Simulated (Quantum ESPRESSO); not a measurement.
Worked example: self-consistent single point of VN (Fm-3m, 2 atoms in the cell) in Quantum ESPRESSO.

Level of theory: PBE, GBRV 1.5 ultrasoft (PBE) pseudopotentials (plane waves; Quantum ESPRESSO 7.5).

```
CELL_PARAMETERS angstrom
      0.00000     2.06246     2.06246
      2.06246     0.00000     2.06246
      2.06246     2.06246     0.00000
ATOMIC_POSITIONS crystal
  V  0.00000 0.00000 0.00000
  N  0.50000 0.50000 0.50000
```

Reference input (self-consistent single point, DFT, PBE, plane waves, GBRV 1.5 ultrasoft (PBE) pseudopotentials): ecutwfc = 50 Ry; ecutrho = 400 Ry; occupations = smearing; smearing = methfessel-paxton; degauss = 0.0036749 Ry; potentials = {V: v_pbe_v1.4.uspp.F.UPF, N: n_pbe_v1.2.uspp.F.UPF}; K_POINTS = automatic 9 9 9 0 0 0; conv_thr = 1e-10 Ry; mixing_beta = 0.5. This run's input differs from it in these lines:

```diff
@@ -30,3 +30,3 @@
 K_POINTS {automatic}
-9 9 9  0 0 0
+18 18 18  0 0 0
 CELL_PARAMETERS {angstrom}
```

The program printed (abridged):

```
     Self-consistent Calculation

     iteration #  1     ecut=    50.00 Ry     beta= 0.50

---- Real-time Memory Report at c_bands before calling an iterative solver
           100 MiB given to the printing process from OS
            45 MiB allocation reported by mallinfo(arena+hblkhd)
------------------

     negative rho (up, down):  7.135E-04 0.000E+00

     total energy              =    -165.03741043 Ry
     estimated scf accuracy    <       0.71065101 Ry

     iteration #  2     ecut=    50.00 Ry     beta= 0.50

---- Real-time Memory Report at c_bands before calling an iterative solver
   [... lines left out ...]
           142 MiB given to the printing process from OS
            60 MiB allocation reported by mallinfo(arena+hblkhd)
------------------

     negative rho (up, down):  6.796E-04 0.000E+00

     total energy              =    -165.36086345 Ry
     estimated scf accuracy    <          1.0E-09 Ry

     iteration # 12     ecut=    50.00 Ry     beta= 0.50

---- Real-time Memory Report at c_bands before calling an iterative solver
           142 MiB given to the printing process from OS
            60 MiB allocation reported by mallinfo(arena+hblkhd)
------------------

     negative rho (up, down):  6.796E-04 0.000E+00
     End of self-consistent calculation

     the Fermi energy is    18.4574 ev

!    total energy              =    -165.36086345 Ry
     estimated scf accuracy    <          6.8E-11 Ry
     smearing contrib. (-TS)   =       0.00000943 Ry
     internal energy E=F+TS    =    -165.36087288 Ry

     convergence has been achieved in  12 iterations

     negative rho (up, down):  6.796E-04 0.000E+00

     Forces acting on atoms (cartesian axes, Ry/au):

     atom    1 type  1   force =     0.00000000    0.00000000    0.00000000
     atom    2 type  2   force =    -0.00000000    0.00000000    0.00000000

     Total force =     0.000000     Total SCF correction =     0.000000

     negative rho (up, down):  6.796E-04 0.000E+00
          total   stress  (Ry/bohr**3)                   (kbar)     P=      -21.76
  -0.00014791   0.00000000   0.00000000          -21.76        0.00        0.00
   0.00000000  -0.00014791   0.00000000            0.00      -21.76        0.00
   0.00000000   0.00000000  -0.00014791            0.00        0.00      -21.76

   JOB DONE.
```

The run converged in 12 iterations. Against the reference run the free energy falls by 5.4 meV/atom and the pressure goes from -2.02 to -2.18 GPa.

The starting cell comes from a database of computed structures (which also holds hypothetical and non-ambient phases and stackings), without a prior relaxation at this level. Spin polarisation is off, so a magnetic state, if there is one, cannot be reached.
